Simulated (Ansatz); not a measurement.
The parent structure is Mo in the bcc (W type) structure (space group Im-3m, No. 229; a = 3.1510 Å; relaxed with 0.1 eV smearing). Axes: x, y, z lie along the cube axes.

The values are results of Ansatz (a first-principles code), r2SCAN, PAW, cutoff 500 eV, spin-orbit coupling left out, not measurements.

Before the change:

| Item | Result |
|---|---|
| Pressure | 0.0 GPa |

It is then changed as follows: biaxial strain −2.08 %, plane normal [111], relaxed out of plane (Cartesian); in-plane vectors clamped, the third vector and the atoms free.

**Question.** Estimate the effect on the pressure and ratio −ε⊥/ε∥.

**Answer.** The pressure (mean of the normal stresses, compression positive) goes from zero to 6.0 GPa; the ratio −ε⊥/ε∥ comes out as 1.07.

Whether these cells are dynamically stable was not tested. The final runs are not spin-polarised.
